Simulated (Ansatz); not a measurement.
# A computed series for BN: response to strain

Take BN in the wurtzite structure (space group P6_3mc, No. 186) as the base.

```
BN
1.0
    2.52320     0.00000     0.00000
   -1.26160     2.18516     0.00000
    0.00000     0.00000     4.17514
B N
2 2
Direct
  0.33333   0.66667   0.00030
  0.66667   0.33333   0.50030
  0.33333   0.66667   0.37470
  0.66667   0.33333   0.87470
```

Cartesian axes are those of the cell as printed.

Strains are applied to the cell and any free atomic positions relax; under biaxial strain the out-of-plane vector relaxes too.

Level of theory: LDA (Ansatz, a program for electronic structure; PAW; 420 eV plane waves; no spin-orbit coupling).

Candidates:
(a) biaxial strain −1.80 %, plane normal [001], relaxed out of plane
(b) biaxial strain −0.60 %, plane normal [001], relaxed out of plane
(c) biaxial strain −2.40 %, plane normal [001], relaxed out of plane
(d) biaxial strain −3.00 %, plane normal [001], relaxed out of plane

Before the change:

| Quantity | Value |
|---|---|
| Band gap | 4.93 eV |

Q: Order them by band gap, highest first.

A: (b) biaxial strain −0.60 %, plane normal [001], relaxed out of plane (4.87 eV), (a) biaxial strain −1.80 %, plane normal [001], relaxed out of plane (4.73 eV), (c) biaxial strain −2.40 %, plane normal [001], relaxed out of plane (4.65 eV), (d) biaxial strain −3.00 %, plane normal [001], relaxed out of plane (4.57 eV)

Stability against distortions was not tested.
